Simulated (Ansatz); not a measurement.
Ansatz (a quantum-chemistry and plane-wave program) run on SnPt₃ (Pm-3m, 4 atoms in the cell): self-consistent single point.

Method: LDA (PW92), default PAW files made with PBE (plane waves; Ansatz).

```yaml
crystal:
  lattice:
    - [4.00000, 0.00000, 0.00000]
    - [0.00000, 4.00000, 0.00000]
    - [0.00000, 0.00000, 4.00000]
  atoms:
    - { symbol: Pt, position: [0.00000, 0.50000, 0.50000] }
    - { symbol: Pt, position: [0.50000, 0.00000, 0.50000] }
    - { symbol: Pt, position: [0.50000, 0.50000, 0.00000] }
    - { symbol: Sn, position: [0.00000, 0.00000, 0.00000] }
```

Reference input (self-consistent single point, DFT, LDA (PW92), plane waves, default PAW files made with PBE): basis.ecutwfc = 420 eV; kpoints.mp_grid.grid = 11 11 11; hamiltonian.xc = lda; hamiltonian.pseudopotentials = {kind: paw} (the program's default PAW files); scf.occupations.method = cold; scf.occupations.width = 0.136 eV. This run's input differs from it in these lines:

Ansatz 0.2 input:
```diff
@@ -11,3 +11,3 @@
 basis:
-  ecutwfc: 420.0
+  ecutwfc: 735.0
 kpoints:
```

Output, abridged:

```
SCF iter   1: F=—  HF=-42616.048547 eV  |F-HF|=—  |Δ(HF+E_count)|=         —  Δρ=6.72e-3  dr2=9.33e-3  ethr=1.77e-3  ⟨swp⟩=6.2  Hψ=8995  notcnv=0
all-band conjugate gradients solve this SCF's bands
preconditioner: auto → Kerker (q_TF=auto, 2.756 Å⁻¹)
SCF iter   2: F=—  HF=-42616.045631 eV  |F-HF|=—  |Δ(HF+E_count)|=   2.92e-3  S|Δr|=    0.00e0  Δρ=3.42e-3  dr2=2.22e-3  ethr=1.37e-5  ⟨swp⟩=2.0  Hψ=3387  notcnv=0
SCF iter   3: F=—  HF=-42616.044993 eV  |F-HF|=—  |Δ(HF+E_count)|=   6.37e-4  S|Δr|=    0.00e0  Δρ=5.84e-4  dr2=1.01e-4  ethr=3.26e-6  ⟨swp⟩=2.4  Hψ=3114  notcnv=0
SCF iter   4: F=—  HF=-42616.044974 eV  |F-HF|=—  |Δ(HF+E_count)|=   1.96e-5  S|Δr|=    0.00e0  Δρ=9.52e-5  dr2=1.05e-5  ethr=1.48e-7  ⟨swp⟩=2.6  Hψ=3822  notcnv=0
SCF iter   5: F=—  HF=-42616.044972 eV  |F-HF|=—  |Δ(HF+E_count)|=   2.01e-6  S|Δr|=    0.00e0  Δρ=2.91e-5  dr2=1.30e-6  ethr=1.54e-8  ⟨swp⟩=2.1  Hψ=2813  notcnv=0  defer=1
SCF iter   6: F=-42616.044971 eV  HF=-42616.044971 eV  |F-HF|=2.34e-8  |Δ(HF+E_count)|=   4.17e-7  S|Δr|=    0.00e0  Δρ=6.79e-6  dr2=3.69e-8  ethr=1.47e-10  ⟨swp⟩=7.9  Hψ=11810  notcnv=0
SCF 1 converged in 6 iterations: F = -42616.044971 eV  dr2 = 3.69e-8
Stability not checked (fill_not_monotonic)
Free energy (F): -42616.044971 eV
Internal energy: -42616.046110 eV  (E = F + TS)
E sigma→0 (E₀):  -42616.045351 eV
Entropy (-TS):   0.001139 eV (0.285 meV/atom)
Fermi energy:    21.370815 eV
--- Forces (eV/Å), atoms counted from 1 ---
  atom   1  Pt     0.00000000     0.00000000    -0.00000000
   [... zero for the other atoms too ...]
--- Stress (GPa, compression-positive) ---
       -3.585831       0.000000       0.000000
        0.000000      -3.585831       0.000000
        0.000000       0.000000      -3.585831
  P = ⅓ Tr σ = -3.5858 GPa (-35.858 kbar)
  The stress holds the Pulay correction. Without it, at fixed plane waves, as pw.x and ABINIT print it: P = -3.5873 GPa
```

The run converged in 6 iterations. Against the reference run the free energy drops by 1.8 meV/atom and the pressure moves little (-3.56 to -3.59 GPa).

The starting cell comes from a database of published, mostly measured structures (it also holds non-ambient and calculated ones), without a prior relaxation at this level. Spin polarisation is off. Ansatz's pressure includes its estimate of the finite-basis (Pulay) stress.
